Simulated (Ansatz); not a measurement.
## CdTe: tensor shear ε_yz = −3.18 %

The parent structure is CdTe in the zinc blende structure (space group F-43m, No. 216; a = 6.5576 Å). Axes: x, y, z lie along the cube axes.

Now apply this change: a pure shear with ε_yz = ε_zy = -0.0318, atoms relaxed at fixed cell.

Calculations: Ansatz (a quantum-chemistry and plane-wave program), r2SCAN, PAW, cutoff 500 eV, spin-orbit coupling left out. Γ-centred 9×9×9 mesh, Fermi–Dirac width 0.05 eV.

The volume per atom falls by 0.04 Å³ (35.25 Å³ → 35.21 Å³) and the space group goes from F-43m (No. 216) to Imm2 (No. 44). The shortest interatomic distance falls by 0.0102 Å to 2.829 Å and the energy rises by 8.9 meV/atom. The band gap falls by 0.201 eV, from 1.17 eV to 0.96 eV and the gap character is still direct at Γ. The valence-band top at Γ (three highest levels, from the VBM) goes from 0.00, 0.00, 0.00 eV to 0.00, -0.21, -0.33 eV and the valley order (the lowest conduction-band minima on the path, energy above the VBM, named in the base's zone) changes from Γ 1.17 eV; L along ⟨111⟩ 2.20 eV to Γ 0.96 eV; L along [111] 1.81 eV; L along [1-11] 2.25 eV; X along [100] 2.37 eV. The stress (xx, yy, zz, yz, xz, xy; compression positive) comes out as (-0.04, 0.01, 0.01, 1.27, 0.00, 0.00) GPa.

Final structure:

```
CdTe
1.0
    0.00000     3.17454     3.17454
    3.27881    -0.10427     3.27881
    3.27881     3.27881    -0.10427
Te Cd
1 1
Direct
  0.75632   0.74368   0.74368
  0.99368   0.00632   0.00632
```

Cost of the whole job for the changed cell (relaxation, final SCF and bands): about 5 core-minutes (a rough figure).

Spin-orbit coupling, missing from the scalar runs, can matter with Te. The cells carry an imposed strain or load. Stability against distortions was not tested. k-point labels follow each cell's own Brillouin zone.
